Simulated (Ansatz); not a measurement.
The starting structures come from a database of crystals and need not be the phases stable at ambient conditions.

 Where the default PAW files enter, the runs use the earlier of Ansatz's two default sets.

Inside the gap of an insulator the Bloch states are evanescent, with a wavenumber k + iκ along the transport direction.

Input:

```
Al2CdS4
1.0
    5.58971     0.00000     0.00000
    0.00000     5.58971     0.00000
    2.79486    -2.79486     5.08607
Al Cd S
2 1 4
Direct
  0.25000   0.25000   0.50000
  0.50000   0.50000   0.00000
  0.00000   0.00000   0.00000
  0.39890   0.14559   0.73150
  0.14559   0.86960   0.26850
  0.86960   0.58591   0.73150
  0.58591   0.39890   0.26850
```

Space group of this cell: I-4. The cell is taken as given.

Transport runs along the normal of the first two printed cell vectors, the (001) plane of the conventional cell.

No gap correction and no spin-orbit coupling; mid-gap values are interpolated between computed energies.

Question: Predict the band gap and the smallest decay constant κ at mid-gap from r2SCAN (Ansatz, a program for electronic structure).

Answer: Gap 3.37 eV on a 6×6×6 mesh; κ = 0.277 1/Å, at the zone centre.
